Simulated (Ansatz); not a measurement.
The parent structure is InAs in the zinc blende structure (space group F-43m, No. 216).

```
InAs
1.0
    0.00000     3.04364     3.04364
    3.04364     0.00000     3.04364
    3.04364     3.04364     0.00000
In As
1 1
Direct
  0.00000   0.00000   0.00000
  0.25000   0.25000   0.25000
```

All numbers come from Kohn–Sham DFT with the PBEsol functional, run in Ansatz (an electronic-structure program) with PAW and 420 eV plane waves, no spin-orbit coupling.

For the base:

```
Property   Result
--------  -------
Band gap     zero
Pressure  0.0 GPa
```

Now apply this change: an isotropic linear strain of −1.50 %; the atoms relax in the strained cell.

### Question
Predict the new band gap, energy relative to the base and pressure.

### Answer
The band gap is still zero; the energy goes up by 11 meV/atom; the pressure goes from zero to 2.8 GPa.

The mesh was chosen for an insulator and is coarse for the gapless case. Stability against distortions was not tested. All final runs are without spin polarisation. The zero or small gap of InAs can change with the level of theory.
